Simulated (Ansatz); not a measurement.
Consider a 16-atom cell of (Ru,Os) started in the hexagonal close-packed structure, site fractions Ru 0.250, Os 0.750, short-range order -0.06 among the nearest mixed sites of the first mixed sublattice (0 is random, a negative value favours unlike neighbours), space group P1 at the end. Its start:

```
CELL_PARAMETERS angstrom
      0.00061    -4.77338    -4.33357
      0.00086     4.77360    -4.33382
      5.51105     0.00004     4.33276
ATOMIC_POSITIONS crystal
  Ru 0.58340 0.41647 0.24991
  Os 0.20793 0.54093 0.99892
  Ru 0.70703 0.04169 0.99924
  Os 0.33478 0.16631 0.74991
  Os 0.45928 0.79077 0.50088
  Os 0.95922 0.29284 0.50176
  Os 0.08322 0.91782 0.25078
  Ru 0.83284 0.66644 0.74992
  Os 0.54177 0.20714 0.49965
  Os 0.16563 0.33302 0.24917
  Os 0.66590 0.83331 0.24862
  Os 0.29003 0.95821 0.99997
  Os 0.41661 0.58283 0.75093
  Ru 0.91767 0.08370 0.75036
  Os 0.04196 0.70875 0.49973
  Os 0.79272 0.45978 0.00024
```

The mixing enthalpy is taken against the end members in the hexagonal close-packed type, relaxed in the same cell and mesh.

The numbers are results of PBE (plane waves to 420 eV, PAW; Ansatz, an electronic-structure program), not measurements. Scalar-relativistic, without spin–orbit coupling; the runs are not spin-polarised. Its k-point mesh 6×6×6, Fermi–Dirac width 0.05 eV.

```csv
end member,weight,volume per atom (Å³)
Ru,0.250,13.77
Os,0.750,14.28
```

Q: Predict the alloy's volume, bond lengths and mixing enthalpy.

A: 
```
Quantity                                                                                                Value
----------------------------------------------------------  -------------------------------------------------
volume per atom                                                                                      14.15 Å³
Os–Os bonds (within 1.22 times the sum of covalent radii)        2.716 Å on average, from 2.681 to 2.753 (53)
Os–Ru bonds (within 1.22 times the sum of covalent radii)        2.714 Å on average, from 2.679 to 2.751 (38)
Ru–Ru bonds (within 1.22 times the sum of covalent radii)         2.724 Å on average, from 2.690 to 2.751 (5)
mixing enthalpy per site of the mixed sublattice                                                       -6 meV
departure of the mean lattice parameter from Vegard's line  under 0.15 %, inside the noise of the relaxations
```
